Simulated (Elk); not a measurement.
Input and output of a self-consistent single point for La₃Pb (Pm-3m, 4 atoms in the cell) (Elk).

Level of theory: PBEsol, all-electron FP-LAPW, Elk's shipped species files, APW+lo basis with extra local orbitals (Elk).

The change in words: lattice scaled by 0.98. Reference geometry:
```
CELL_PARAMETERS angstrom
      5.03375     0.00000     0.00000
      0.00000     5.03375     0.00000
      0.00000     0.00000     5.03375
ATOMIC_POSITIONS crystal
  La 0.50000 0.50000 0.00000
  La 0.00000 0.50000 0.50000
  La 0.50000 0.00000 0.50000
  Pb 0.00000 0.00000 0.00000
```

Reference input (self-consistent single point, DFT, PBEsol, all-electron FP-LAPW, Elk's shipped species files, APW+lo basis with extra local orbitals): xctype = 22; rgkmax = 8; swidth = 0.00367493 Ha; ngridk = 9 9 9; tforce = true; gmaxvr = 18 1/bohr; lmaxapw = 10; lmaxo = 8; nxlo = 2; lorbcnd = true; lradstp = 2; nrmtscf = 2. This run's input differs from it in these lines:

```diff
@@ -43,3 +43,3 @@
 scale
-  9.5124051
+  9.322156923
```

Output (repeated stretches shortened):

```
│ Self-consistent loop started │
│ Loop number : 1 │
 total energy                :     -46428.4970733
│ Loop number : 2 │
 total energy                :     -46428.5844528
RMS change in Kohn-Sham potential (target) :   0.1121994461     (  0.1000000000E-05)
Absolute change in total energy (target)   :   0.8737946674E-01 (  0.1000000000E-03)
│ Loop number : 3 │
 total energy                :     -46428.0112780
RMS change in Kohn-Sham potential (target) :   0.1075589590     (  0.1000000000E-05)
Absolute change in total energy (target)   :   0.5513298624     (  0.1000000000E-03)
│ Loop number : 4 │
   [... lines left out ...]
Absolute change in total energy (target)   :   0.1399506269E-02 (  0.1000000000E-03)
│ Loop number : 14 │
 total energy                :     -46406.3597195
RMS change in Kohn-Sham potential (target) :   0.5411830036E-07 (  0.1000000000E-05)
Absolute change in total energy (target)   :   0.3329116225E-03 (  0.1000000000E-03)
│ Loop number : 15 │
 total energy                :     -46406.3597145
RMS change in Kohn-Sham potential (target) :   0.2880956743E-07 (  0.1000000000E-05)
Absolute change in total energy (target)   :   0.8821339725E-04 (  0.1000000000E-03)
Convergence targets achieved

│ Loop number : 16 │

Energies :
 Fermi                       :     0.362437742614
 total energy                :     -46406.3597093

Density of states at Fermi energy :    129.2090183
 (states/Hartree/unit cell)

Estimated indirect band gap :   0.1975302518E-02
 from k-point      2 to k-point     17
Estimated direct band gap   :   0.4074704653E-02
 at k-point     13

Charges :
 core                        :    206.0000000
 valence                     :    47.00000000
 interstitial                :    8.080484955
 muffin-tins (core leakage)
  species :    1 (La)
   atom    1                 :    54.76099863     (  0.2271219176E-03)
   atom    2                 :    54.76099863     (  0.2271219176E-03)
   atom    3                 :    54.76099863     (  0.2271219176E-03)
  species :    2 (Pb)
   [... lines left out ...]
   total force               :     0.00000000    0.00000000    0.00000000
   total magnitude           :     0.00000000
 species :    2 (Pb)
  atom :    1
   Hellmann-Feynman          :     0.00000000    0.00000000    0.00000000
   IBS                       :    -0.00000000   -0.00000000    0.00000000
   total force               :    -0.00000000    0.00000000    0.00000000
   total magnitude           :     0.00000000
```

The run converged in 16 iterations. The count includes the last loop, which Elk runs after its targets are met. Against the reference run the free energy rises by 3.5 meV/atom.

The starting cell comes from a database of computed structures (which also holds hypothetical and non-ambient phases and stackings), without a prior relaxation at this level. Its lattice was rescaled by a random factor within 2.5 % of one. For this run, on top of that: lattice scaled by 0.98. Spin-orbit coupling is off. Values depend on the basis (sphere radii, cutoffs, local orbitals), which need not be converged. The log's line on a gap gives a spacing of levels on this mesh, which the program prints for metals too.

Cost on one core of a shared machine: roughly 6 min.
